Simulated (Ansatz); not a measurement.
Defect migration in monoclinic HfO2: Al-vacancy pair (Al on one host Hf site, one O site vacant), charge state +1. Calculation: PBE, PAW (plane waves to 420 eV; Ansatz, a program for electronic structure).

96-site cell at the relaxed PBE lattice, the Γ point alone, smearing 0.01 eV, spin-restricted, no finite-size correction. No zero-point or tunnelling terms. Spin-orbit coupling is left out. The charge state is imposed; whether it is stable for some Fermi level was not computed. Forms of the defect that were not tried may lie lower.

Barriers: single points on a 2×2×2 k-point mesh shifted by half a step at the bands' geometries.

The step: a nearby O atom hops onto the vacant site (Al-vacancy distance between ideal sites 2.05 → 2.15 Å). Atoms about the jump, Cartesian Å from the middle of the jump, before and after:

| atom | x0 | y0 | z0 | x1 | y1 | z1 |
|---|---|---|---|---|---|---|
| O1 | 0.22 | 0.35 | -1.21 | -0.22 | -0.35 | 1.21 |
| Al2 | 1.09 | 1.45 | 0.10 | 0.85 | 1.06 | 0.67 |
| Hf3 | -2.14 | -1.65 | 0.84 | -1.90 | -1.52 | 0.90 |
| O4 | 2.54 | 0.11 | -0.43 | 1.89 | 0.19 | -0.66 |
| O5 | -0.63 | 2.17 | 0.16 | -0.61 | 2.03 | 0.00 |
| Hf6 | 1.42 | -1.05 | -2.13 | 1.53 | -1.17 | -2.22 |
| O7 | -2.58 | -0.09 | -0.51 | -2.57 | -0.03 | -0.54 |
| O8 | -0.71 | -2.91 | 0.10 | -0.72 | -3.03 | 0.15 |
| Hf9 | -1.45 | 1.50 | -1.73 | -1.62 | 1.60 | -1.79 |
| O10 | -0.26 | -2.21 | -2.52 | -0.30 | -2.08 | -2.39 |
| O11 | 1.95 | -0.14 | 2.18 | 2.14 | -0.06 | 2.12 |
| O12 | 2.09 | -2.51 | -0.75 | 2.16 | -2.51 | -0.73 |
| O13 | -1.15 | -2.14 | 2.63 | -1.16 | -2.24 | 2.77 |
| Hf14 | 0.59 | -1.20 | 3.25 | 0.54 | -1.10 | 3.09 |
| O15 | 1.60 | -2.70 | 1.90 | 1.63 | -2.72 | 1.89 |
| Hf16 | 3.16 | -1.48 | 0.90 | 3.20 | -1.57 | 0.96 |

Where do these atoms stand at the saddle point, and how high is it?


| atom | x | y | z |
|---|---|---|---|
| O1 | -0.06 | -0.29 | -0.08 |
| Al2 | 1.00 | 1.29 | 0.31 |
| Hf3 | -1.77 | -1.44 | 0.67 |
| O4 | 2.42 | 0.09 | -0.52 |
| O5 | -0.65 | 2.20 | 0.03 |
| Hf6 | 1.44 | -1.15 | -2.08 |
| O7 | -2.69 | 0.02 | -0.58 |
| O8 | -0.71 | -3.08 | 0.12 |
| Hf9 | -1.61 | 1.57 | -1.75 |
| O10 | -0.27 | -2.21 | -2.47 |
| O11 | 2.01 | -0.11 | 2.19 |
| O12 | 2.10 | -2.58 | -0.71 |
| O13 | -1.09 | -2.08 | 2.59 |
| Hf14 | 0.63 | -1.17 | 3.24 |
| O15 | 1.62 | -2.71 | 1.91 |
| Hf16 | 3.15 | -1.50 | 0.92 |
It lies 1.16 eV above the start and 1.11 eV above the end. The program found a first-order saddle point.
